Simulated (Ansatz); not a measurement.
Checking a run of Ansatz (a program for electronic structure) on Fe₂O₃ (R-3c, 10 atoms in the cell). The aim is a self-consistent single point with DFT, LDA (PW92), plane waves, PAW files made with PBE.

Cell that was meant: a = 5.5065 Å, b = 5.5065 Å, c = 5.5065 Å, α = 55.68°, β = 55.68°, γ = 55.68°.

Part of the input:

Ansatz 0.2 input:
```yaml
magnetization:
  spin_polarized: true
scf:
  occupations: { method: fermi_dirac, width: 2.0 eV }
output:
  forces: true
  eigenvalues: true
```

Output, abridged:

```
WARN ansatz: RAYON_NUM_THREADS=1 ignored (pool sized by the plan → 1); use --threads N
   [... lines left out ...]
PAW frozen core: O, regenerated for the run's functional, and the local potential with it
Initial density: superposition of atomic densities (chi_scale 0.1, normalization cell, long waves kept (reshape's long-wave potential 0.01 eV rms))
Starting moments: Σ|m| = 16 μB on 4 of 10 sites
Initial wavefunctions: pseudopotential atomic-orbital guess
Eigensolver: davidson
Functional: x = slater, c = lda
SCF iter   1: F=—  HF=-21060.939324 eV  |F-HF|=—  |Δ(HF+E_count)|=         —  Δρ=3.33e-1 (↑1.87e-1 ↓3.33e-1)  dr2=3.01e1  dr2_m=6.37e1  M=1.656 μB ∫|m|=1.771 μB  β_m=0.30  ethr=3.10e-3  ⟨swp⟩=6.9  Hψ=13848  notcnv=0
Mixer restart at iter 1: flushing history
all-band conjugate gradients solve this SCF's bands
preconditioner: auto → Kerker (q_TF=auto, 2.701 Å⁻¹)
   [... lines left out ...]
SCF iter  11: F=—  HF=-21053.302002 eV  |F-HF|=—  |Δ(HF+E_count)|=   2.38e-7  Δρ=4.18e-6 (↑3.77e-6 ↓4.18e-6)  dr2=6.85e-8  dr2_m=1.56e-10  M=0.000 μB ∫|m|=0.000 μB  β_m=0.98  ethr=2.66e-9  ⟨swp⟩=1.0  Hψ=3302  notcnv=0
SCF iter  12: F=-21053.302002 eV  HF=-21053.302002 eV  |F-HF|=2.55e-10  |Δ(HF+E_count)|=  9.50e-10  Δρ=9.03e-7 (↑7.47e-7 ↓9.03e-7)  dr2=2.82e-9  dr2_m=6.18e-11  M=0.000 μB ∫|m|=0.000 μB  ethr=6.85e-11  ⟨swp⟩=2.7  Hψ=8578  notcnv=0
SCF 1 converged in 12 iterations: F = -21053.302002 eV  dr2 = 2.82e-9
WARN: the starting moments were not kept: the SCF closed with an absolute magnetisation of 1.4e-5 μB, where they sum to 16 μB in size (4 sites) …
   [... lines left out ...]
Absolute magnetization: 0.0000 μB (∫|ρ↑−ρ↓|, with the PAW one-centre terms)
Free energy (F): -21053.302002 eV
Fermi energy:    10.747575 eV
   [... lines left out ...]
  atom  10  O     -0.04217821     0.07305480     0.00000000
--- Stress (GPa, compression-positive) ---
        5.618903      -0.000000       0.000000
        0.000000       5.618903      -0.000000
        0.000000      -0.000000       3.753218
  P = ⅓ Tr σ = 4.9970 GPa (49.970 kbar)
  The stress holds the Pulay correction. Without it, at fixed plane waves, as pw.x and ABINIT print it: P = 4.3431 GPa
```

### Question
Is this run sound? If not, what is wrong?

### Answer
The run is not sound. The fault is a smearing width that is far too large. A width of many tenths of an electronvolt moves electrons far across the Fermi level or the gap, and the free energy and its derivatives carry a large smearing term. To fix it, use a width small against the gap or band features. The run converged in 12 iterations without an error; against the sound input the free energy drops by 4.71 eV/atom, the pressure goes from -26.65 to 5.00 GPa, the largest force goes from 0.762 to 0.184 eV/Å and the size of the net moment goes from 1.38 to 0.00 μB/atom.

An input that runs soundly differs in these lines (not the only fix; some lines may just follow from the change or write a value another way):
```diff
-  occupations: { method: fermi_dirac, width: 2.0 eV }
+  occupations: { method: fermi_dirac, width: 0.1 eV }
```

With that input, the run converged in 17 iterations: free energy E − TS (on the zero of these files) -21006.1638 eV; Fermi level (on the code's own zero) 10.06 eV; pressure -26.65 GPa; largest force (vector length) 0.762 eV/Å; size of the cell's spin moment 13.81 μB (DFT, LDA (PW92), plane waves, PAW files made with PBE).

On the sound input: the starting cell comes from a database of computed structures (which also holds hypothetical and non-ambient phases and stackings), without a prior relaxation at this level. Its lattice was rescaled by a random factor within 2.5 % of one. The magnetic order is the one reached from the typed start; others were not searched systematically. The program warned that, by what it read of turns of the moments, another magnetic order lies lower. With a pressure of about -27 GPa the cell is away from its equilibrium volume at this level. Ansatz's pressure includes its estimate of the finite-basis (Pulay) stress. Without the estimate this run gives -27.32 GPa.
